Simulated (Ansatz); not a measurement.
**Input and output of a self-consistent single point for K (Im-3m, 1 atom in the cell) (Ansatz, a quantum-chemistry and plane-wave program)**

Method of the run: PBE (plane waves, PAW; Ansatz).

The input file:

Ansatz 0.2 input:
```yaml
crystal:
  lattice:
    - [-2.65320000, 2.65320000, 2.65320000]
    - [2.65320000, -2.65320000, 2.65320000]
    - [2.65320000, 2.65320000, -2.65320000]
  atoms:
    - { symbol: K, position: [0.00000000, 0.00000000, 0.00000000] }
basis:
  ecutwfc: 420.0
kpoints:
  mp_grid: { grid: [9, 9, 9] }
hamiltonian:
  xc: pbe
  pseudopotentials: { kind: paw }
scf:
  occupations: { method: fermi_dirac, width: 0.1 }
output:
  forces: true
  eigenvalues: true
  stress: true
```

Output (repeated stretches shortened):

```
WARN ansatz: RAYON_NUM_THREADS=1 ignored (pool sized by the plan → 1); use --threads N
Pseudopotentials: kind: paw
Pseudopotential: K, paw, valence charge 9
Crystal: 1 atoms, lattice volume = 74.708 Å³
Basis set: ecut = 420 eV, 1481 PW (Γ), exchange–correlation on 64×64×64 points (8 copies of the dense FFT grid, shifted against one another)
Bands: 9, of which v1, the nominal top of the filled ones, is band 5 counted from 1 (4 counted from 0)
Symmetry: 48 space group operations
Space group: Im-3m (ITA 229), of the structure as read, at distance tolerance 4.2e-5 Å
k-points: 35 of 729
Initial density: superposition of atomic densities (neutral atoms: chi_scale 0, normalization atom), corrected by the library's trained network
Initial wavefunctions: pseudopotential atomic-orbital guess
Eigensolver: davidson
Functional: x = pbe(κ = 0.804, μ = 0.2195149727645171), c = pbe(β = 0.06672455060314922)
SCF iter   1: F=—  HF=-1537.798220 eV  |F-HF|=—  |Δ(HF+E_count)|=         —  Δρ=3.19e-4  dr2=4.16e-5  ethr=1.77e-3  ⟨swp⟩=5.2  Hψ=2288  notcnv=0
all-band conjugate gradients solve this SCF's bands
preconditioner: auto → Kerker (q_TF=auto, 1.917 Å⁻¹)
SCF iter   2: F=—  HF=-1537.798084 eV  |F-HF|=—  |Δ(HF+E_count)|=   1.36e-4  Δρ=2.34e-4  dr2=4.01e-5  ethr=4.62e-7  ⟨swp⟩=2.3  Hψ=774  notcnv=0
SCF iter   3: F=—  HF=-1537.798160 eV  |F-HF|=—  |Δ(HF+E_count)|=   7.64e-5  Δρ=8.59e-5  dr2=6.39e-6  ethr=4.45e-7  ⟨swp⟩=2.1  Hψ=449  notcnv=0
SCF iter   4: F=—  HF=-1537.798179 eV  |F-HF|=—  |Δ(HF+E_count)|=   1.90e-5  Δρ=4.25e-5  dr2=9.84e-7  ethr=7.09e-8  ⟨swp⟩=2.0  Hψ=453  notcnv=0
iter 5 did not close the SCF: its close was put off for the readings that it lacked (scf_convergence_deferred on its scf_iter line)
SCF iter   5: F=-1537.798179 eV  HF=-1537.798179 eV  |F-HF|=7.23e-9  |Δ(HF+E_count)|=   3.57e-8  Δρ=1.04e-5  dr2=7.40e-8  ethr=1.09e-8  ⟨swp⟩=2.5  Hψ=475  notcnv=0
SCF iter   6: F=-1537.798179 eV  HF=-1537.798179 eV  |F-HF|=5.42e-10  |Δ(HF+E_count)|=   7.97e-9  Δρ=1.14e-6  dr2=9.86e-10  ethr=8.22e-10  ⟨swp⟩=2.0  Hψ=1056  notcnv=0
SCF 1 converged in 6 iterations: F = -1537.798179 eV  dr2 = 9.86e-10
SCF converged after 6 iterations
Free energy (F): -1537.798179 eV
Harris-Foulkes:  -1537.798179 eV  (|F-HF|=5.42e-10)
Internal energy: -1537.774545 eV  (E = F + TS)
E sigma→0 (E₀):  -1537.786362 eV
Entropy (-TS):   -0.023634 eV (-23.634 meV/atom)
Fermi energy:    1.704994 eV
--- Per-component energies (eV) ---
  E_band       = -143.489896
  E_kinetic    = 252.189608
  E_local      = -757.983600  (includes V_loc(G=0)·N_el)
  E_nonlocal   = 12.922690
  E_hartree    = 270.650903
  E_xc         = -133.750873
  E_vxc        = -163.029928  (∫ρ·V_xc dr)
  E_paw        = -781.843090  (= ΣΔE_a)
  E_vpaw       = -28.889834  (= ΣTr[D̂ρ^β])
  E_aug_tail   = -0.000003  (compensation charges beyond the density's cutoff)
  E_ewald      = -399.960179
  E_smearing   = -0.023634  (= −TS)
  E_closure    = 0.000000  (closes the sum)
  Σ components = -1537.798179   (vs F -1537.798179, Δ=0.00e0)
--- Forces (eV/Å), atoms counted from 1 ---
  atom   1  K     -0.00000000     0.00000000     0.00000000
  max |Σ_I F_I| component: 3.08e-32 eV/Å
--- Stress (GPa, compression-positive) ---
       -0.040379       0.000000      -0.000000
       -0.000000      -0.040379       0.000000
       -0.000000       0.000000      -0.040379
  P = ⅓ Tr σ = -0.0404 GPa (-0.404 kbar)
  The stress holds the Pulay correction. Without it, at fixed plane waves, as pw.x and ABINIT print it: P = -0.0407 GPa
--- Band table (eV; the first three rows and the last of 35) ---
  k-point 0: bands = ["-30.4405", "-13.8919", "-13.8919", "-13.8919", "-0.4366", "5.9656", "5.9656", "5.9656", "6.8530"]
  k-point 1: bands = ["-30.4400", "-13.8995", "-13.8945", "-13.8919", "-0.2854", "5.7138", "5.7775", "6.0836", "6.6450"]
  k-point 2: bands = ["-30.4389", "-13.9185", "-13.9009", "-13.8919", "0.1565", "4.8705", "5.3985", "6.4315", "6.6517"]
  k-point 34: bands = ["-30.4339", "-13.9379", "-13.9367", "-13.9367", "3.1830", "3.4373", "5.1091", "5.1153", "5.1153"]
```

The run converged in 6 iterations.

The starting cell has typed, rounded lattice constants, without a prior relaxation at this level. Its lattice was rescaled by up to half a per cent. Ansatz's pressure includes its estimate of the finite-basis (Pulay) stress.
